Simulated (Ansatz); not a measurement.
Band structure of YPt (Pnma, 8 atoms in the cell).

```yaml
crystal:
  lattice:
    - [7.21111, 0.00000, 0.00000]
    - [0.00000, 4.61931, 0.00000]
    - [0.00000, 0.00000, 5.68205]
  atoms:
    - { symbol: Y, position: [0.18198, 0.25000, 0.63963] }
    - { symbol: Y, position: [0.81802, 0.75000, 0.36037] }
    - { symbol: Y, position: [0.31802, 0.75000, 0.13963] }
    - { symbol: Y, position: [0.68198, 0.25000, 0.86037] }
    - { symbol: Pt, position: [0.04284, 0.25000, 0.15288] }
    - { symbol: Pt, position: [0.95716, 0.75000, 0.84712] }
    - { symbol: Pt, position: [0.45716, 0.75000, 0.65288] }
    - { symbol: Pt, position: [0.54284, 0.25000, 0.34712] }
```

Method: LDA (PW92), PAW files made with PBE (plane waves; Ansatz, an electronic-structure program).

Settings: basis.ecutwfc = 420 eV; kpoints.mp_grid.grid = 3 4 3; hamiltonian.xc = lda; hamiltonian.pseudopotentials = {kind: paw} (an earlier, softer set of the program's PAW files); scf.occupations.method = gaussian; scf.occupations.width = 0.272 eV; kpoints.band_path.npoints = 8.

The starting cell comes from a database of computed structures (which also holds hypothetical and non-ambient phases and stackings), without a prior relaxation at this level. Its lattice was rescaled by a random factor within 2.5 % of one. Spin-orbit coupling is off. Spin polarisation is off.

Levels in eV from the Fermi level, bands 55 to 62:
```json
[
 {"point": "Γ", "55": "-1.83", "56": "-1.65", "57": "-0.69", "58": "-0.33", "59": "-0.22", "60": "0.06", "61": "1.29", "62": "1.56"},
 {"point": "X", "55": "-1.85", "56": "-1.85", "57": "0.02", "58": "0.02", "59": "0.26", "60": "0.26", "61": "0.78", "62": "0.78"},
 {"point": "S", "55": "-1.72", "56": "-1.72", "57": "-1.01", "58": "-1.01", "59": "0.41", "60": "0.41", "61": "0.55", "62": "0.55"},
 {"point": "Y", "55": "-1.50", "56": "-1.50", "57": "-0.58", "58": "-0.58", "59": "0.19", "60": "0.19", "61": "1.01", "62": "1.01"},
 {"point": "Z", "55": "-1.69", "56": "-1.69", "57": "0.13", "58": "0.13", "59": "0.66", "60": "0.66", "61": "1.03", "62": "1.03"},
 {"point": "U", "55": "-2.02", "56": "-2.02", "57": "0.34", "58": "0.34", "59": "0.34", "60": "0.34", "61": "1.17", "62": "1.17"},
 {"point": "R", "55": "-1.92", "56": "-1.92", "57": "-0.71", "58": "-0.71", "59": "-0.71", "60": "-0.71", "61": "1.67", "62": "1.67"},
 {"point": "T", "55": "-2.08", "56": "-2.08", "57": "0.37", "58": "0.37", "59": "0.75", "60": "0.75", "61": "1.08", "62": "1.08"}
]
```

Bands cross the Fermi level along this path, so the cell is metallic at this level.

Keys are those of Ansatz 0.2.
